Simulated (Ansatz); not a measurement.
## PBE against r2SCAN: AlN, isotropic strain −4.41 %

Base system: AlN in the wurtzite structure (space group P6_3mc, No. 186; a = 3.130 Å, c = 5.018 Å).

(Cell as relaxed with PBE.)

Levels (all Ansatz, a first-principles code, PAW): PBE (420 eV, without spin-orbit coupling); r2SCAN (500 eV, spin-orbit coupling left out).

Each level relaxes its own structure.

```tsv
base	PBE	r2SCAN
volume per atom	10.65 Å³	10.40 Å³
lattice parameter a	3.130 Å	3.107 Å
band gap	4.03 eV	4.88 eV
```

It is then changed as follows: every lattice vector is shortened by 4.41 %, atoms relaxed at fixed cell.

```tsv
quantity	PBE	r2SCAN
energy relative to the base (free energy F)	+128 meV/atom	+136 meV/atom
electron mass	0.38 mₑ along c, 0.61 mₑ across (at K)	0.37 mₑ along c, 0.61 mₑ across (at K)
valence-band top at Γ (three highest levels, from the VBM)	0.00, -0.25, -0.25 eV	0.00, -0.28, -0.28 eV
pressure (mean of the normal stresses, compression positive)	33.99 GPa	36.91 GPa
shift of the gap caused by the change	+1.07 eV	+0.90 eV
```

PBE's energy relative to the base lies 8.1 meV/atom below r2SCAN's; PBE's pressure lies 2.912 GPa below r2SCAN's; PBE's shift of the gap caused by the change lies 0.17 eV above r2SCAN's. Neither level is exact; r2SCAN is the comparison here, not a measurement.

Effective masses come from finite differences of ±0.01 Å⁻¹. No phonon test of stability was made.
